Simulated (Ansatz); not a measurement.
Start from TiO2 in the rutile structure (space group P4_2/mnm, No. 136; a = 4.5912 Å, c = 2.9390 Å). Axes: x, y, z lie along a, b, c of the conventional cell.

All numbers come from PBEsol in Ansatz (plane waves to 420 eV, PAW, scalar-relativistic without spin-orbit coupling).

Base values:

| Quantity | Result |
|---|---|
| Band gap | 1.87 eV |
| Pressure | 0.00 GPa |

One thing is altered: uniaxial strain ε_xx = −1.20 %, all other strain components held at zero, atoms relaxed at fixed cell.

Question: Estimate the effect on the largest internal atomic displacement.

Answer: The largest internal atomic displacement comes out as 0.021 Å.

Question: Estimate the effect on the band gap.

Answer: The band gap grows by 0.01 eV, from 1.87 eV to 1.88 eV.

Question: What happens to the pressure?

Answer: The pressure (mean of the normal stresses, compression positive) goes from zero to 2.60 GPa.

Question: Estimate the effect on the energy relative to the base.

Answer: The energy rises by 1.3 meV/atom.

Stability against distortions was not tested. All final runs are without spin polarisation.

Ansatz is a quantum-chemistry and plane-wave program.
